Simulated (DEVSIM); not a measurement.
Device: abrupt GaAs p-n junction, at 300 K.

Layer 1 from the left is GaAs, thickness (μm) 2.20, Na (cm⁻³) 4.5e17, τn (s) 3.6e-10, τp (s) 3.6e-10. Layer 2 from the left is GaAs, thickness (μm) 28.0, Nd (cm⁻³) 6.9e14, τn (s) 3.6e-10, τp (s) 3.6e-10.

Left contact: ohmic. Right contact: ohmic. Voltage is applied to the left contact. Recombination: SRH at mid-gap, Auger. Mobility is μmin + (μ − μmin)/(1 + (N/Nref)^α).

The device is made up for the run: typed textbook-type constants, with dimensions and the other settings drawn at random. Values at 300 K.

GaAs: gap (eV) 1.424, affinity (eV) 4.07, permittivity 12.9, Nc (cm⁻³) 4.7e17, Nv (cm⁻³) 9e18, μn (cm²/Vs) 8500, μp (cm²/Vs) 400, μn,min 500, μp,min 20, Nref,n 6e16, Nref,p 1.5e17, αn 0.39, αp 0.38, Cn (cm⁶/s) 1e-30, Cp (cm⁶/s) 1e-30.

Task: Estimate by hand the built-in potential, the peak field at zero bias, the capacitance at -3 V, and compare with a numerical solution.

Result: 
- Built-in potential: ni = √(Nc Nv) exp(−Eg/2kT) = 2250000 cm⁻³ with Eg = 1.424 eV; Vbi = kT/q ln(Na Nd/ni²) = 1.178 V; numerical 1.178 V.
- Peak field at zero bias: depletion approximation: W = √(2εVbi/(qN)) = 1.56 μm with N = 6.89e14 cm⁻³; field = 2Vbi/W = 15100 V/cm; numerical 36600 V/cm (estimate below by 59 %).
- Capacitance at -3 V: C = √(qεN / 2(Vbi + |V|)) = 3.88 nF/cm²; numerical 3.92 nF/cm² (estimate below by 1.0 %).

DEVSIM, 1D drift-diffusion, Boltzmann statistics, complete ionisation; no tunnelling, impact ionisation, image-force lowering or self-heating.
